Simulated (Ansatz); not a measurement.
```
CELL_PARAMETERS angstrom
     24.00000     0.00000     0.00000
      0.00000    24.00000     0.00000
      0.00000     0.00000     4.27251
ATOMIC_POSITIONS crystal
  C  0.76248 0.50000 0.66657
  C  0.75743 0.55121 0.83343
  C  0.76248 0.50000 0.33343
  C  0.74250 0.60045 0.66657
  C  0.71825 0.64583 0.83343
  C  0.75743 0.55121 0.16657
  C  0.74250 0.60045 0.33343
  C  0.68560 0.68560 0.66657
  C  0.64583 0.71825 0.83343
  C  0.71825 0.64583 0.16657
  C  0.68560 0.68560 0.33343
  C  0.60045 0.74250 0.66657
  C  0.55121 0.75743 0.83343
  C  0.64583 0.71825 0.16657
  C  0.60045 0.74250 0.33343
  C  0.50000 0.76248 0.66657
  C  0.44879 0.75743 0.83343
  C  0.55121 0.75743 0.16657
  C  0.50000 0.76248 0.33343
  C  0.39955 0.74250 0.66657
  C  0.35417 0.71825 0.83343
  C  0.44879 0.75743 0.16657
  C  0.39955 0.74250 0.33343
  C  0.31440 0.68560 0.66657
  C  0.28175 0.64583 0.83343
  C  0.35417 0.71825 0.16657
  C  0.31440 0.68560 0.33343
  C  0.25750 0.60045 0.66657
  C  0.24257 0.55121 0.83343
  C  0.28175 0.64583 0.16657
  C  0.25750 0.60045 0.33343
  C  0.23752 0.50000 0.66657
  C  0.24257 0.44879 0.83343
  C  0.24257 0.55121 0.16657
  C  0.23752 0.50000 0.33343
  C  0.25750 0.39955 0.66657
  C  0.28175 0.35417 0.83343
  C  0.24257 0.44879 0.16657
  C  0.25750 0.39955 0.33343
  C  0.31440 0.31440 0.66657
  C  0.35417 0.28175 0.83343
  C  0.28175 0.35417 0.16657
  C  0.31440 0.31440 0.33343
  C  0.39955 0.25750 0.66657
  C  0.44879 0.24257 0.83343
  C  0.35417 0.28175 0.16657
  C  0.39955 0.25750 0.33343
  C  0.50000 0.23752 0.66657
  C  0.55121 0.24257 0.83343
  C  0.44879 0.24257 0.16657
  C  0.50000 0.23752 0.33343
  C  0.60045 0.25750 0.66657
  C  0.64583 0.28175 0.83343
  C  0.55121 0.24257 0.16657
  C  0.60045 0.25750 0.33343
  C  0.68560 0.31440 0.66657
  C  0.71825 0.35417 0.83343
  C  0.64583 0.28175 0.16657
  C  0.68560 0.31440 0.33343
  C  0.74250 0.39955 0.66657
  C  0.75743 0.44879 0.83343
  C  0.71825 0.35417 0.16657
  C  0.74250 0.39955 0.33343
  C  0.75743 0.44879 0.16657
```

Method: PBE (plane waves to 420 eV, PAW; Ansatz, a program for electronic structure). Mesh 1×1×18. No spin polarisation. One-dimensional cell, images about 11 Å apart. An idealised model, rolled from the flat sheet. It keeps the symmetry and period of its start, so it need not be a minimum against all distortions.

**Question.** Tabulate the two highest filled and two lowest empty levels along the axis, from the valence top.

**Answer.** 
```
k (2π/c)  v2 (eV)  v1 (eV)  c1 (eV)  c2 (eV)
--------  -------  -------  -------  -------
0.000        0.00     0.00     0.53     0.53
0.042       -0.18    -0.18     0.71     0.71
0.083       -0.51    -0.51     1.03     1.03
0.125       -0.72    -0.72     1.24     1.24
0.167       -0.95    -0.95     1.43     1.43
0.208       -1.20    -1.20     1.63     1.63
0.250       -1.46    -1.46     1.84     1.84
0.292       -1.64    -1.64     1.86     1.86
0.333       -1.75    -1.75     1.91     1.91
0.375       -1.88    -1.88     1.98     1.98
0.417       -2.02    -2.02     2.07     2.07
0.458       -2.02    -2.02     2.02     2.02
0.500       -2.02    -2.02     2.00     2.00
```
